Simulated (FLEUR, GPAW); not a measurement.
A GPAW input for a self-consistent single point of CdAu (P-6m2, 2 atoms in the cell) (DFT PBEsol, plane waves, GPAW PAW datasets PBEsol (made by gpaw-setup)):

```python
from ase import Atoms
from ase.units import GPa
from gpaw import GPAW, PW, FermiDirac

atoms = Atoms(['Cd', 'Au'],
              cell=[[3.090330, 0.000000, 0.000000],
                    [-1.545165, 2.676304, 0.000000],
                    [0.000000, 0.000000, 4.601280]],
              positions=[[0.000000, 0.000000, 0.000000],
                         [-0.000002, 1.784204, 2.300640]],
              pbc=True)

calc = GPAW(mode=PW(550),
            xc='PBEsol',
            kpts={'size': (8, 8, 5), 'gamma': True},
            occupations=FermiDirac(0.1),
            nbands=-8,
            convergence={'forces': 0.001},
            symmetry={'symmorphic': False, 'tolerance': 0.0005},
            maxiter=100)

atoms.calc = calc

energy = atoms.get_potential_energy()
print('Energy (eV):', round(energy, 6))
forces = atoms.get_forces()
print('Forces (eV/Ang):')
print(forces.round(5))
stress = atoms.get_stress()
print('Stress (GPa, Voigt):', (stress / GPa).round(4))
```

Question: Write the same calculation as an input for FLEUR.

Answer: This is the input that was run; spellings and numerical settings could be chosen otherwise.

Input of the input generator:

```
CdAu
&input film=f /
3.0903298348 0.0000000383 0.0000000000
-1.5451649506 2.6763041239 0.0000000000
0.0000000000 0.0000000000 4.6012800000
1.8897261246
1.0 1.0 1.0

2
48 -0.0000001667 0.0000001667 0.0000000000
79 0.3333331667 0.6666668333 0.5000000000

&comp jspins=1 /
&exco xctyp='PBEs' /
&kpt div1=8 div2=8 div3=5 gamma=t /
&end /
```

```xml
<?xml version="1.0" encoding="UTF-8" standalone="no"?>
<fleurInput fleurInputVersion="0.39">
   <comment>
      CdAu                                                                                                
   </comment>
   <calculationSetup>
      <cutoffs Kmax="3.9" Gmax="13.7" GmaxXC="13.7" numbands="0"/>
      <scfLoop itmax="60" minDistance="0.00001" maxIterBroyd="15" imix="Anderson" alpha="0.05" precondParam="0.0" spinf="2.0"/>
      <coreElectrons ctail="T" frcor="F" kcrel="0" coretail_lmax="0"/>
      <xcFunctional name="PBEs" relativisticCorrections="F"/>
      <magnetism jspins="1"/>
      <soc l_soc="F" theta="0.0" phi="0.0" spav="F"/>
      <expertModes spex="0" secvar="F"/>
      <geometryOptimization l_f="T" forcealpha="1.0" forcemix="BFGS" epsdisp="0.00001" epsforce="0.00001"/>
      <ldaU l_linMix="F" mixParam="0.05" spinf="1.0"/>
   </calculationSetup>
   <cell>
      <bzIntegration valenceElectrons="35.0" mode="hist" fermiSmearingEnergy="0.00367493">
         <kPointListSelection listName="default-1"/>
         <!-- k-points included here -->
         <xi:include xmlns:xi="http://www.w3.org/2001/XInclude" href="kpts.xml"> </xi:include>
      </bzIntegration>
      <!-- symmetry operations included here -->
      <xi:include xmlns:xi="http://www.w3.org/2001/XInclude" href="sym.xml"> </xi:include>
      <bulkLattice scale="1.0">
         <bravaisMatrix>
            <row-1>    5.8398770224523613     0.0000000723765106     0.0000000000000000</row-1>
            <row-2>   -2.9199385739650885     5.0574818203085448     0.0000000000000000</row-2>
            <row-3>    0.0000000000000000     0.0000000000000000     8.6951590225994870</row-3>
         </bravaisMatrix>
      </bulkLattice>
   </cell>
   <atomSpecies>
      <species name="Cadmium (Cd)" element="Cd" atomicNumber="48">
         <mtSphere radius="2.57" gridPoints="885" logIncrement="0.015"/>
         <atomicCutoffs lmax="10" lnonsphr="8"/>
         <electronConfig flipSpins="F">
            <coreConfig>(1s1/2) (2s1/2) (2p1/2) (2p3/2) (3s1/2) (3p1/2) (3p3/2) (4s1/2) (3d3/2) (3d5/2)</coreConfig>
            <valenceConfig>(4p1/2) (4p3/2) (5s1/2) (4d3/2) (4d5/2)</valenceConfig>
         </electronConfig>
         <energyParameters s="5" p="5" d="4" f="4"/>
         <lo type="SCLO" l="1" n="4" eDeriv="0"/>
         <lo type="HELO" l="2" n="5" eDeriv="0"/>
      </species>
      <species name="Gold (Au)" element="Au" atomicNumber="79">
         <mtSphere radius="2.57" gridPoints="885" logIncrement="0.015"/>
         <atomicCutoffs lmax="10" lnonsphr="8"/>
         <electronConfig flipSpins="F">
            <coreConfig>(1s1/2) (2s1/2) (2p1/2) (2p3/2) (3s1/2) (3p1/2) (3p3/2) (4s1/2) (3d3/2) (3d5/2) (4p1/2) (4p3/2) (5s1/2) (4d3/2) (4d5/2) (4f5/2) (4f7/2)</coreConfig>
            <valenceConfig>(5p1/2) (5p3/2) (6s1/2) (5d3/2) (5d5/2)</valenceConfig>
            <stateOccupation state="(6s1/2)" spinUp="0.5" spinDown="0.5"/>
         </electronConfig>
         <energyParameters s="6" p="6" d="5" f="5"/>
         <lo type="SCLO" l="1" n="5" eDeriv="0"/>
         <lo type="HELO" l="2" n="6" eDeriv="0"/>
      </species>
   </atomSpecies>
   <atomGroups>
      <atomGroup species="Cadmium (Cd)">
         <relPos label="                   1">.0000000000 .0000000000 .0000000000</relPos>
         <force calculate="T" relaxXYZ="TTT"/>
      </atomGroup>
      <atomGroup species="Gold (Au)">
         <relPos label="                   2">1.000/3.000 -1.000/3.000 1.000/2.000</relPos>
         <force calculate="T" relaxXYZ="TTT"/>
      </atomGroup>
   </atomGroups>
   <output dos="F" band="F" slice="F">
      <checks vchk="F" cdinf="F"/>
      <bandDOS minEnergy="-.5*Htr" maxEnergy="0.5*Htr" sigma="0.015" storeEVData="T"/>
      <vacuumDOS vacdos="F" integ="F" star="F" nstars="0" locx1="0.0" locy1="0.0" locx2="0.0" locy2="0.0" nstm="0" tworkf="0.0"/>
      <unfoldingBand unfoldBand="F" supercellX="1" supercellY="1" supercellZ="1"/>
      <plotting iplot="0" polar="F">
         <plot TwoD="T" vec1="  1.0  0.0  0.0" vec2="  0.0  1.0  0.0" vec3="  0.0  0.0  1.0" zero="  0.0  0.0  0.0" file="plot"/>
      </plotting>
      <chargeDensitySlicing numkpt="0" minEigenval="0.0" maxEigenval="0.0" nnne="0" pallst="F"/>
      <specialOutput eonly="F"/>
      <magneticCircularDichroism mcd="F" energyLo="-10.0" energyUp="0.0"/>
   </output>
  <!-- We include the file relax.xml here to enable relaxations (see documentation) -->
  <xi:include xmlns:xi="http://www.w3.org/2001/XInclude" href="relax.xml"> <xi:fallback/> </xi:include>
</fleurInput>
```

Basis settings and potentials, where a program has them, do not carry over. This input uses DFT, PBEsol, all-electron FLAPW (FLEUR), scalar-relativistic valence.

The starting cell comes from a database of computed structures (which also holds hypothetical and non-ambient phases and stackings), without a prior relaxation at this level.
